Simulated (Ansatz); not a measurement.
Corundum Ga2O3 (metastable phase), treated with RPBE (plane waves, PAW; Ansatz, a program for electronic structure).

Run with plane-wave cutoff 520 eV, 8×8×8 k mesh, Fermi–Dirac smearing 0.01 eV, scalar-relativistic PAW data made under PBE.

The volume scan:

```csv
V (Å³/atom),E − E_lowest (meV/atom),P (GPa)
9.907,10.23,8.24
10.114,2.47,3.90
10.320,0.00,0.01
10.526,2.28,-3.48
10.733,8.80,-6.59
```

Problem. Estimate the bulk modulus from the pressures at 10.114 and 10.526 Å³/atom, and compare it with a fit to all energies.

Solution. B = −V dP/dV. Between V = 10.114 and 10.526 Å³/atom, dP/dV = (-3.48 − (3.90))/(10.526 − 10.114) = -17.9 GPa per Å³/atom; at the midpoint 10.320 Å³/atom this gives B ≈ 185 GPa. The third-order Birch–Murnaghan fit gives V0 = 10.320 Å³/atom, B0 = 184 GPa, B′ = 4.5, which lies within 1 % of that estimate.

Shape and atoms are relaxed at each volume.

Measured, for comparison: bulk modulus 220 ± 9 GPa (room temperature, no zero-point or thermal correction, equation of state from high-pressure X-ray diffraction, our sources range from 220 to 252; as tabulated in Phys. Rev. B 77, 094123 (2008), gallium oxide under pressure (UNLV record)). Computed (rounded) less measured: bulk modulus not scored (sources differ).

Note: the bulk modulus comes from volumes at which shape and atoms were relaxed.
